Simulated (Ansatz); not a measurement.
Bulk modulus B0 of Ti3Ga (model structure, started from the Cu3Au type, Pm-3m, No. 221, 4 atoms in the cell) at several levels of theory

No measured value is used here.

| level (code) | value (GPa) | cell (Å³/atom) |
|---|---|---|
| LDA (Ansatz) | 135 | 15.05 |
| PBEsol (Ansatz) | 125 | 15.62 |
| r²SCAN (Ansatz) | 122 | 16.08 |

The crystal itself was run without spin with LDA, PBEsol, r²SCAN; a magnetic state was not tried in these runs. LDA, PBEsol, r²SCAN: the run has no spin polarisation, so it can have missed a magnetic state. LDA, PBEsol, r²SCAN: the bulk modulus is −V dP/dV from two relaxed cells at ±2 % in volume. Each level is taken at its own relaxed cell. Cutoffs differ between the levels. Ansatz's density-functional and Hartree–Fock values are scalar-relativistic unless marked +SOC, with PAW data made under PBE.

A model structure was made by putting elements into a prototype or built by hand; it is no filed structure, need not be a known phase, and can be a saddle point held by its symmetry.

Ansatz is an electronic-structure program.
